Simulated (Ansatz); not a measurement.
The reference is CdS in the zinc blende structure (space group F-43m, No. 216; a = 5.927 Å).

Modification: cell and atoms relaxed at a pressure of 75 GPa.

Levels (all Ansatz, a first-principles code, PAW): PBE (420 eV, scalar-relativistic without spin-orbit coupling); r2SCAN (500 eV, without spin-orbit coupling); HSE06 (420 eV, spin-orbit coupling left out).

One geometry, relaxed with PBE, under each level:

Notes on the quantities. hole mass: degenerate bands, along [100].

```tsv
level	band gap	lowest conduction level above the VBM at special points	electron mass	hole mass	pressure
PBE	1.78 eV	Γ 1.78 eV; X 2.55 eV; L 3.15 eV; K 3.49 eV	0.18 mₑ (at Γ)	0.19, 0.43, 0.43 mₑ (at Γ)	750.0 kbar
r2SCAN	2.29 eV	Γ 2.29 eV; X 2.88 eV; L 3.61 eV; K 3.84 eV	0.20 mₑ (at Γ)	0.22, 0.43, 0.43 mₑ (at Γ)	744.4 kbar
HSE06	2.83 eV	Γ 2.83 eV; X 3.42 eV; L 4.25 eV	–	–	–
```

Single points use the geometry relaxed with PBE. Their cutoffs differ, which shifts pressures a little. Load acts through the strain it causes; cell and atoms are relaxed under it. Masses are band curvatures over ±0.01 Å⁻¹ around the edge. Whether these cells are dynamically stable was not tested. Tetrahedral semiconductors of this kind turn to denser phases somewhere between about 1 and 50 GPa; those were not computed, so compressed cells here can lie past the real transition.
